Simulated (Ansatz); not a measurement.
Results of LDA (PAW; Ansatz, a quantum-chemistry and plane-wave program) for BaTiO₃ (C222₁, No. 20, 30 atoms in the cell; start mp-558125).

Settings: plane-wave cutoff 520 eV, 8×8×4 k mesh (along the axes of the cell as run), Fermi–Dirac smearing 0.01 eV, no spin polarisation, scalar-relativistic PAW data made under PBE.

Cell (relaxed with PBEsol):

```
CELL_PARAMETERS angstrom
      2.85554    -4.92242     0.00000
      2.85554     4.92242     0.00000
      0.00000     0.00000    13.89627
ATOMIC_POSITIONS crystal
  Ba 0.34692 0.67911 0.40299
  Ba 0.65308 0.32089 0.90299
  Ba 0.67911 0.34692 0.59701
  Ba 0.32089 0.65308 0.09701
  Ba 0.00033 0.99967 0.25000
  Ba 0.99967 0.00033 0.75000
  Ti 0.35271 0.68841 0.65387
  Ti 0.64729 0.31159 0.15387
  Ti 0.68841 0.35271 0.34613
  Ti 0.31159 0.64729 0.84613
  Ti 0.97685 0.97685 0.00000
  Ti 0.02315 0.02315 0.50000
  O  0.16467 0.83510 0.91952
  O  0.83533 0.16490 0.41952
  O  0.83510 0.16467 0.08048
  O  0.16490 0.83533 0.58048
  O  0.83460 0.66985 0.08113
  O  0.16540 0.33015 0.58113
  O  0.66985 0.83460 0.91887
  O  0.33015 0.16540 0.41887
  O  0.51796 0.02992 0.24750
  O  0.48204 0.97008 0.74750
  O  0.02992 0.51796 0.75250
  O  0.97008 0.48204 0.25250
  O  0.83560 0.66863 0.41942
  O  0.16440 0.33137 0.91942
  O  0.66863 0.83560 0.58058
  O  0.33137 0.16440 0.08058
  O  0.48154 0.51846 0.75000
  O  0.51846 0.48154 0.25000
```

### Question
Give the computed band gap.

### Answer

band gap: 1.99 eV

Note: cell and atoms aren't relaxed at this level (largest force component 0.22 eV/Å, pressure -4.8 GPa).

Spin–orbit coupling is not included.

Computed values are for the static lattice.

A start named mp-… is a Materials Project structure, which need not be a measured phase.
